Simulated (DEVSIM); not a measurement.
Device: Ti/SiO2/p-Ge capacitor, at 300 K.

```
layer (left to right)  material  thickness (nm)  Na (cm⁻³)
---------------------  --------  --------------  ---------
1                          SiO2            3.50          -
2                            Ge            7400     6.5e15
```

Metal gate on the left, work function 4.33 eV. Fixed charge at the semiconductor interface -9.2e11 cm⁻² (in units of +e); no interface traps.

This is a model device: material constants are rounded textbook-type values typed into the input, and sizes, dopings and lifetimes were drawn at random. Values at 300 K.

```tsv
parameter	SiO2	Ge
gap (eV)	9	0.664
affinity (eV)	0.9	4
permittivity	3.9	16
Nc (cm⁻³)	-	1.04e19
Nv (cm⁻³)	-	6e18
```

Simulated with DEVSIM: 1D Poisson equation in equilibrium, Boltzmann statistics, complete ionisation; no quantum confinement or tunnelling. Metal contacts follow the ideal Schottky-Mott rule: no Fermi-level pinning, no interface dipoles.

The substrate doping was swept, all else fixed.

| substrate doping (cm^-3) | minimum of the low-frequency capacitance (μF/cm²) | threshold voltage (band bending 2φF) (V) | flat-band voltage (V) |
|---|---|---|---|
| 3.2e14 | 0.0258 | 0.21 | 0.07 |
| 6.5e14 | 0.0299 | 0.24 | 0.05 |
| 1.3e15 | 0.0355 | 0.26 | 0.03 |
| 3.2e15 | 0.0483 | 0.29 | 0.01 |
| 6.5e15 | (withheld) | (withheld) | -0.01 |
| 1.3e16 | 0.0783 | 0.35 | -0.03 |

Task: What belongs in the gaps?

Result: 
- 6.5e15, minimum of the low-frequency capacitance (μF/cm²): 0.0605
- 6.5e15, threshold voltage (band bending 2φF) (V): 0.32
